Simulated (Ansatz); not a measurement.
The starting structures come from a database of crystals and need not be the phases stable at ambient conditions.

 Where the default PAW files enter, the runs use the earlier of Ansatz's two default sets.

Input:

```
AlGaAs2
1.0
    3.93109     0.00000     0.00000
    1.96555     6.51456     0.00000
    1.96555     0.59304     3.35238
Al Ga As
1 1 2
Direct
  0.99976   0.00072   0.99976
  0.50014   0.49959   0.50014
  0.12484   0.62547   0.12484
  0.62528   0.12417   0.62528
```

Space group of this cell: R3m. The cell is strained (all lengths scaled by 0.98); by r2SCAN its mean pressure is 5.2 GPa.

Transport runs along the normal of the first two printed cell vectors, the (101) plane of the conventional cell.

The gap is the functional's own. No spin-orbit coupling. Mid-gap values are interpolated on the energy grid.

Task: Estimate the band gap and the smallest decay constant κ at mid-gap that r2SCAN run with Ansatz (a quantum-chemistry and plane-wave program) returns for this system.

Result: Gap 1.65 eV on a 10×10×10 mesh; κ = 0.100 1/Å, at the zone centre.
